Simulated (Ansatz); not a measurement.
The starting structures come from a database of crystals and need not be the phases stable at ambient conditions.

```xyz
12
Lattice="4.0318 0.0000 0.0000 0.0000 4.9796 0.0000 0.0000 0.0000 4.4366" Properties=species:S:1:pos:R:3 pbc="T T T"
Si     2.0159     3.2483     3.3275
Si     2.0159     1.7314     1.1092
Si     0.0000     4.2212     1.1092
Si     0.0000     0.7584     3.3275
O      2.9469     1.9043     2.5731
O      1.0850     3.0753     1.8635
O      3.1009     0.5855     0.3548
O      0.9310     4.3941     4.0818
O      0.9310     0.5855     1.8635
O      3.1009     4.3941     2.5731
O      1.0850     1.9043     4.0818
O      2.9469     3.0753     0.3548
```

Space group of this cell: Pbcn. The cell is strained (all lengths scaled by 0.98); by r2SCAN its mean pressure is 11.2 GPa.

Transport runs along the normal of the first two printed cell vectors.

The gap is the functional's own. No spin-orbit coupling. Mid-gap values are interpolated on the energy grid.

Q: State the band gap and the smallest decay constant κ at mid-gap according to r2SCAN (Ansatz, a quantum-chemistry and plane-wave program).

A: Gap 7.33 eV on a 8×6×8 mesh; κ = 0.441 1/Å, at the zone centre.
